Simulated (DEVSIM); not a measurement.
System: p-channel Si planar bulk MOSFET with HfO2, at 300 K.

```
Quantity                                                     Result
-----------------------  ------------------------------------------
Gate length                                                   65 nm
Source drain length                                           52 nm
Dielectric thickness                                         6.6 nm
Lateral straggle                                             3.3 nm
Underlap                                                       0 nm
Junction depth                                              27.5 nm
Substrate depth                                              217 nm
Gate work function                                           5.1 eV
Source and drain doping  9.8e19 cm⁻³, Gaussian tails under the gate
Body doping                                             1.1e18 cm⁻³
Lifetime                                                     1e-7 s
Supply                                                        1.5 V
```

All mobilities are scaled by 0.2; velocity saturation, μ/(1 + (μE/vsat)^b)^(1/b) with b = 2 for electrons and 1 for holes and E the electric field along each mesh edge, is on. Mobility is μmin + (μ − μmin)/(1 + (N/Nref)^α).

Constants are typed, rounded textbook-type inputs, not results; the design itself was drawn at random and stands for no fabricated device. Values at 300 K.

Si: gap (eV) 1.124, affinity (eV) 4.05, permittivity 11.7, Nc (cm⁻³) 2.86e19, Nv (cm⁻³) 3.1e19, μn (cm²/Vs) 1417, μp (cm²/Vs) 470, μn,min 52, μp,min 45, Nref,n 9.7e16, Nref,p 2.2e17, αn 0.68, αp 0.72, vsat,n (cm/s) 1e7, vsat,p (cm/s) 8.4e6. HfO2: gap (eV) 5.7, affinity (eV) 2.5, permittivity 22.

Model (solved in DEVSIM): 2D drift-diffusion, Boltzmann statistics, complete ionisation; no quantum confinement, tunnelling, impact ionisation, self-heating, contact resistance or fringe fields beside the gate. Metal contacts follow the ideal Schottky-Mott rule: no Fermi-level pinning, no interface dipoles.

Transfer curves, |Id| in μA/μm:

| Vg (V) | Vd = -0.05 V | Vd = -1.5 V |
|---|---|---|
| 0.375 | 3.538e-8 | 5.022e-7 |
| 0.3 | 3.793e-7 | 4.912e-6 |
| 0.225 | 4.096e-6 | 4.944e-5 |
| 0.15 | 4.439e-5 | 0.0005044 |
| 0.075 | 0.0004800 | 0.005125 |
| 0 | 0.005131 | 0.05090 |
| -0.075 | 0.05254 | 0.4547 |
| -0.15 | 0.4465 | 2.862 |
| -0.225 | 2.170 | 10.20 |
| -0.3 | 5.348 | 23.42 |
| -0.375 | 8.926 | 41.83 |
| -0.45 | 12.40 | 64.63 |
| -0.525 | 15.67 | 91.09 |
| -0.6 | 18.71 | 120.7 |
| -0.675 | 21.55 | 153.0 |
| -0.75 | 24.20 | 187.6 |
| -0.825 | 26.68 | 224.3 |
| -0.9 | 29.00 | 262.8 |
| -0.975 | 31.19 | 302.8 |
| -1.05 | 33.25 | 344.2 |
| -1.125 | 35.19 | 386.8 |
| -1.2 | 37.04 | 430.4 |
| -1.275 | 38.78 | 474.7 |
| -1.35 | 40.44 | 519.7 |
| -1.425 | 42.02 | 565.2 |
| -1.5 | 43.52 | 611.0 |

Task: Work out the subthreshold swing at low drain bias from the rows at 0.225 and 0.15 V, and compare it with the thermal limit.

Result: log10(4.439e-5/4.096e-6) = 1.035 over 75.0 mV, so S = 72.5 mV/decade. The limit kT/q ln 10 is 59.5 mV/decade; the ratio is 1.22. This is the steepest step of the table.

Task: Find both thresholds at the constant current 0.1 μA × (1 μm/L) a micrometre, and the DIBL.

Result: The current is 1.54 μA/μm. Interpolating ln Id gives -0.209 V and -0.125 V; their difference over the 1.45 V of drain bias is 58 mV/V.

Source and drain are degenerate, where Boltzmann statistics are only rough. The electric field that drives the saturation includes the junctions' built-in field, which lowers the mobility there even at small currents: subthreshold currents come out too low, a known weakness of this choice.
